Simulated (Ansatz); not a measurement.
Consider PtSe$_{2}$ in the CdI2 type structure (space group P-3m1, No. 164; a = 3.7724 Å, c = 4.8183 Å; layered).

All numbers come from PBE-D3(BJ) in Ansatz (plane waves to 420 eV, PAW, no spin-orbit coupling).

One change was made to it. Results:

The lattice parameter a decreases by 0.009 Å (3.772 Å → 3.763 Å); the c/a ratio falls by 0.020 (1.277 → 1.257).

Q: Name the change that was made.
A) pressure 1.5 GPa
B) pressure 3 GPa
C) pressure 5 GPa

A: A, pressure 1.5 GPa. For comparison, the lattice parameter a in the other runs: pressure 3 GPa gives 3.754 Å; pressure 5 GPa gives 3.742 Å.

Load acts through the strain it causes; cell and atoms are relaxed under it. Whether these cells are dynamically stable was not tested. No other phases were tried under pressure. The final runs are not spin-polarised.

Ansatz is a quantum-chemistry and plane-wave program.
